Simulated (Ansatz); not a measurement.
Base system: SiC in the wurtzite structure (space group P6_3mc, No. 186; a = 3.056 Å, c = 5.016 Å). Axes: x lies along a and z along c of the hexagonal cell.

The values are results of LDA, PAW, 420 eV (Ansatz, a program for electronic structure; spin-orbit coupling left out), not measurements.

One thing is altered: tensor shear ε_xz = +1.00 % (engineering shear γ = 0.0200); the atoms relax in the strained cell.

Problem. Predict the stress tensor and what it implies for the stiffness.

Solution. Stress of the strained cell less that of the base (GPa, compression positive):
```
  -0.05    0.00   -3.10
   0.00    0.03    0.00
  -3.10    0.00    0.04
```

Then −Δσ/γ with γ = 2ε = 0.0200 gives relaxed-ion elastic constants: C55 ≈ 155 GPa.

No phonon test of stability was made.
